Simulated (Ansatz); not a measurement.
Take a 24-atom supercell of AlN in the wurtzite structure (space group P6_3mc, No. 186) at its relaxed geometry as the base.

```
CELL_PARAMETERS angstrom
      4.69470    -2.71049    -5.01733
      3.12980     5.42097     0.00000
      1.56490    -2.71049     5.01733
ATOMIC_POSITIONS crystal
  Al 0.10999 0.27834 0.11336
  Al 0.77665 0.44501 0.78003
  Al 0.44332 0.61167 0.44669
  Al 0.10999 0.77834 0.11336
  Al 0.77665 0.94501 0.78003
  Al 0.44332 0.11167 0.44669
  Al 0.72110 0.30612 0.22447
  Al 0.38776 0.47278 0.89114
  Al 0.05443 0.63945 0.55780
  Al 0.72110 0.80612 0.22447
  Al 0.38776 0.97278 0.89114
  Al 0.05443 0.13945 0.55780
  N  0.90384 0.38142 0.52566
  N  0.57050 0.54808 0.19233
  N  0.23717 0.71475 0.85900
  N  0.90384 0.88142 0.52566
  N  0.57050 0.04808 0.19233
  N  0.23717 0.21475 0.85900
  N  0.84828 0.24253 0.97011
  N  0.51495 0.40919 0.63677
  N  0.18161 0.57586 0.30344
  N  0.84828 0.74253 0.97011
  N  0.51495 0.90919 0.63677
  N  0.18161 0.07586 0.30344
```

Calculations: plane-wave PAW DFT at the PBE level (Ansatz, an electronic-structure program, 420 eV), scalar-relativistic without spin-orbit coupling, earlier PAW set.

Before the change:

* **Mean distance from the defect site to its nearest host atoms**: 191 pm

Modification: one Al atom is removed, atoms relaxed at fixed cell, starting from a slightly rattled geometry.

What happens to the total moment of the cell?

The total moment of the cell is 3.0 μB.

How does this affect the mean distance from the defect site to its nearest host atoms?

The mean distance from the defect site to its nearest host atoms grows by 20.7 pm, from 191 pm to 211 pm.

What happens to the largest displacement of a host atom from its site in the perfect cell?

The largest displacement of a host atom from its site in the perfect cell comes out as 0.22 Å.

The magnetic state is the one reached from the starting moments; the real material's order can differ, and small cells can't hold many antiferromagnetic ones. In so small a cell the defect repeats every few ångströms: this is an ordered compound, not a dilute defect. The defect cell is spin-polarised and ends with 3.0 μB.
